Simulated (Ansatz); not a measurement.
# ScB2 (model structure, started from the MoSi2 type, I4/mmm, No. 139, 3 atoms in the cell)

The numbers are results of LDA in Ansatz (plane waves, PAW), not measurements.

Numerical settings: plane-wave cutoff 520 eV, 24×24×24 k mesh, Fermi–Dirac smearing 0.05 eV, scalar-relativistic PAW data made under PBE.

Cell (relaxed at this level):

```xyz
3
Lattice="-1.3146 1.3146 4.2471 1.3146 -1.3146 4.2471 1.3146 1.3146 -4.2471" Properties=species:S:1:pos:R:3 pbc="T T T"
Sc     0.0000     0.0000     0.0000
B      0.0000     0.0000     2.4483
B      0.0000     0.0000     6.0458
```

| Item | Result |
|---|---|
| band gap | none |
| bulk modulus B0 | 158 GPa |

Note: the bulk modulus is −V dP/dV from two relaxed cells at ±2 % in volume; the relaxation could raise the start's symmetry but not lower it, so the cell can be a saddle point.

The computed numbers hold no vibrational or temperature effects.

A model structure was made by putting elements into a prototype or built by hand; it is no filed structure, need not be a known phase, and can be a saddle point held by its symmetry.

Ansatz is a first-principles code.
